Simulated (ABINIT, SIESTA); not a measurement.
A SIESTA input for a self-consistent single point of Ti3In (Fm-3m, 4 atoms in the cell) (DFT, GGA PBEsol, numerical atomic orbitals DZP, PseudoDojo PBEsol standard norm-conserving potentials (rewritten from UPF to PSML)):

```
# files in the folder: Ti.psml In.psml (PseudoDojo PBEsol standard)
SystemName  Ti3In
SystemLabel ti3in

NumberOfAtoms                4
NumberOfSpecies              2
%block ChemicalSpeciesLabel
  1 22 Ti
  2 49 In
%endblock ChemicalSpeciesLabel
LatticeConstant              1.0 Ang
%block LatticeVectors
     0.000000000    3.254639000    3.254639000
     3.254639000    0.000000000    3.254639000
     3.254639000    3.254639000    0.000000000
%endblock LatticeVectors
AtomicCoordinatesFormat      Ang
%block AtomicCoordinatesAndAtomicSpecies
     4.881958500    4.881958500    4.881958500  1
     1.627319500    1.627319500    1.627319500  1
     0.000000000    0.000000000    0.000000000  1
     3.254639000    3.254639000    3.254639000  2
%endblock AtomicCoordinatesAndAtomicSpecies

XC.functional                GGA
XC.authors                   PBEsol
PAO.BasisSize                DZP
PAO.EnergyShift              0.01 Ry
MeshCutoff                   400 Ry
%block kgrid.MonkhorstPack
    8   0   0  0.0
    0   8   0  0.0
    0   0   8  0.0
%endblock kgrid.MonkhorstPack
OccupationFunction           FD
ElectronicTemperature        1160.45 K
Spin                         polarized
%block DM.InitSpin
  1 +0.00
  2 +0.00
  3 +1.00
  4 +0.00
%endblock DM.InitSpin

MaxSCFIterations             150
SCF.Mixer.Method             Pulay
SCF.Mixer.Weight             0.1
SCF.Mixer.History            6
SCF.DM.Tolerance             1.0E-04
Diag.ParallelOverK           true
WriteForces                  true
Charge.Mulliken              end
```

Write the same calculation as an input for ABINIT.

One input that does it (others would too):

```
# Ti3In, JTH v2.0 PBE PAW
pp_dirpath "./"
pseudos "Ti.GGA_PBE-JTH.xml, In.GGA_PBE-JTH.xml"
acell 3*1.0
rprim
         0.0000000000    6.1503763445    6.1503763445
         6.1503763445    0.0000000000    6.1503763445
         6.1503763445    6.1503763445    0.0000000000
natom 4
ntypat 2
znucl 22 49
typat 1 1 1 2
xred
         0.7500000000    0.7500000000    0.7500000000
         0.2500000000    0.2500000000    0.2500000000
         0.0000000000    0.0000000000    0.0000000000
         0.5000000000    0.5000000000    0.5000000000
ecut 30 Ha
pawecutdg 60 Ha
pawxcdev 0
ixc -116133
nsppol 2
spinat
      0 0 0
      0 0 0
      0 0 1
      0 0 0
occopt 3
tsmear 0.00367493
nband 33
kptopt 1
ngkpt 8 8 8
nshiftk 1
shiftk 0 0 0
nstep 60
toldfe 1.0e-09
prtwf 0
prtden 0
enunit 2
```

Basis settings and potentials, where a program has them, do not carry over. This input uses DFT, PBEsol, plane waves, PAW (JTH v2.0 PBE PAW, files made for PBE). Both were run: pressure 0.47 GPa in SIESTA and 1.65 in ABINIT; size of the net moment 0.38 μB/atom in SIESTA and 0.36 in ABINIT.

On ABINIT: the starting cell comes from a database of computed structures (which also holds hypothetical and non-ambient phases and stackings), without a prior relaxation at this level. For this run, on top of that: lattice scaled by 0.98. With one magnetic atom in the cell only a parallel order is possible. The potentials were made for another functional than the one used.

On SIESTA: the starting cell comes from a database of computed structures (which also holds hypothetical and non-ambient phases and stackings), without a prior relaxation at this level. For this run, on top of that: lattice scaled by 0.98. With one magnetic atom in the cell only a parallel order is possible. Values carry the incompleteness of an atom-centred basis.
